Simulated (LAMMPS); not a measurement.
System: Al (fcc) with 10 % of Al sites Cu, 864 atoms, at 300 K and 0 GPa, heated as the crystal.

All values are model results, not measurements: classical MD, pair style meam, file AlSiMgCuFe.meam, run in LAMMPS.

```
r (Å)  g(r), Al-Cu  g(r), Al-Al  g(r), Cu-Cu
-----  -----------  -----------  -----------
2.340        0.000        0.000        0.000
2.380        0.000        0.000        0.087
2.420        0.000        0.000        0.252
2.460        0.018        0.001        0.731
2.500        0.126        0.020         1.10
2.540        0.463        0.111         2.21
2.580         1.18        0.355         4.21
2.620         2.33         1.04         4.65
2.660         3.67         2.15         4.93
2.700         5.70         3.79         5.59
2.740         7.18         5.52         5.96
2.780         7.84         6.72         5.66
2.820         7.15         7.13         3.95
2.860         5.62         6.52         3.96
2.900         3.83         5.19         1.69
2.940         2.35         3.75         1.59
2.980         1.05         2.30         1.05
3.020        0.420         1.41        0.647
3.060        0.160        0.707        0.105
3.100        0.037        0.358        0.051
3.140        0.025        0.155        0.100
3.180        0.005        0.055        0.000
3.220        0.008        0.021        0.000
3.260        0.000        0.006        0.000
3.300        0.005        0.001        0.000
3.340        0.000        0.001        0.000
3.380        0.000        0.001        0.000
3.420        0.000        0.000        0.000
3.460        0.000        0.000        0.000
3.500        0.000        0.000        0.000
3.540        0.002        0.001        0.000
3.580        0.019        0.005        0.000
3.620        0.033        0.017        0.000
3.660        0.081        0.045        0.037
3.700        0.133        0.110        0.108
3.740        0.260        0.207        0.105
3.780        0.473        0.389        0.378
3.820        0.741        0.657        0.303
3.860         1.01        0.936        0.956
3.900         1.27         1.17         1.36
3.940         1.52         1.42         1.74
3.980         1.62         1.49         1.89
4.020         1.40         1.45         1.95
4.060         1.21         1.28         1.94
4.100        0.837         1.01         1.29
4.140        0.551        0.711        0.975
4.180        0.340        0.466        0.309
4.220        0.157        0.275        0.221
4.260        0.084        0.153        0.271
4.300        0.035        0.071        0.000
4.340        0.012        0.032        0.000
4.380        0.013        0.013        0.000
4.420        0.018        0.006        0.000
4.460        0.026        0.010        0.025
4.500        0.071        0.036        0.000
4.540        0.182        0.091        0.072
4.580        0.337        0.206        0.234
4.620        0.662        0.437        0.460
4.660         1.21        0.808        0.588
4.700         1.91         1.37         1.42
4.740         2.71         2.06         2.12
4.780         3.50         2.82         3.12
4.820         4.09         3.44         3.64
4.860         4.12         3.91         4.70
4.900         3.99         3.92         4.52
4.940         3.24         3.58         3.54
4.980         2.45         3.05         2.44
5.020         1.67         2.32         1.40
5.060         1.03         1.56         1.11
5.100        0.578        0.975        0.378
5.140        0.281        0.575        0.223
5.180        0.138        0.276        0.073
5.220        0.062        0.141        0.036
5.260        0.028        0.082        0.071
5.300        0.035        0.076        0.017
5.340        0.068        0.134        0.138
5.380        0.145        0.212        0.238
5.420        0.275        0.412        0.385
5.460        0.466        0.611        0.725
5.500        0.777        0.855         1.04
5.540         1.01         1.12         1.58
5.580         1.30         1.33         1.91
5.620         1.49         1.42         1.87
5.660         1.58         1.42         1.49
5.700         1.37         1.25        0.983
5.740         1.13         1.02        0.805
5.780        0.855        0.790        0.529
5.820        0.607        0.532        0.174
5.860        0.357        0.346        0.172
5.900        0.228        0.211        0.113
5.940        0.159        0.162        0.070
5.980        0.156        0.160        0.110
6.020        0.234        0.250        0.230
6.060        0.463        0.438        0.482
6.100        0.718        0.703        0.726
6.140         1.07         1.07         1.12
6.180         1.58         1.48         1.88
6.220         2.00         1.87         2.44
6.260         2.36         2.15         2.68
6.300         2.42         2.29         2.67
6.340         2.33         2.19         2.62
6.380         1.90         1.93         1.85
6.420         1.42         1.59         1.36
```

The data show:
- state found: crystal; no diffusion seen in 30 ps
- first peak of g(r), Al-Cu: 2.78 Å, height 7.8
- coordination number of Al by Cu: 1.20 (counted to 3.38 Å)
- coordination number of Cu by Al: 10.9 (counted to 3.38 Å)
- first peak of g(r), Al-Al: 2.82 Å, height 7.1

Caution: the random arrangement on this lattice is imposed, and need not be a phase that exists in equilibrium.
